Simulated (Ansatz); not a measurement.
Pressure series in CoPdO2

Consider CoPdO2 (space group R-3m, No. 166; non-magnetic).

```yaml
crystal:
  lattice:
    - [1.43103, 0.82621, 5.94664]
    - [-1.43103, 0.82621, 5.94664]
    - [0.00000, -1.65241, 5.94664]
  atoms:
    - { symbol: Pd, position: [0.00000, 0.00000, 0.00000] }
    - { symbol: Co, position: [0.50000, 0.50000, 0.50000] }
    - { symbol: O, position: [0.11282, 0.11282, 0.11282] }
    - { symbol: O, position: [0.88718, 0.88718, 0.88718] }
```

Cell and atoms are relaxed at each pressure.

Level of theory: Kohn–Sham DFT with the PBE functional, run in Ansatz (a quantum-chemistry and plane-wave program) with PAW and 420 eV plane waves, no spin-orbit coupling, earlier PAW set.

Candidates:
(a) pressure 0.7 GPa
(b) pressure −2 GPa
(c) pressure 5 GPa
(d) pressure 10 GPa

Before the change:

| Property | Result |
|---|---|
| c/a ratio | 6.233 |

### Question
Order them by c/a ratio, lowest first.

### Answer
(b) pressure −2 GPa (6.218), (a) pressure 0.7 GPa (6.238), (c) pressure 5 GPa (6.269), (d) pressure 10 GPa (6.303)

Load acts through the strain it causes; cell and atoms are relaxed under it. No phonon test of stability was made. Competing high-pressure phases were not computed. Seeded moments were not kept for the base. No Hubbard U is applied and the magnetic state is the run's own (CoPdO2 not spin-polarised; CoPdO2 non-magnetic); small cells can't hold the antiferromagnetic order that many such compounds have, so gaps and moments can be off. All final runs are without spin polarisation. An odd electron count without spin: CoPdO2.
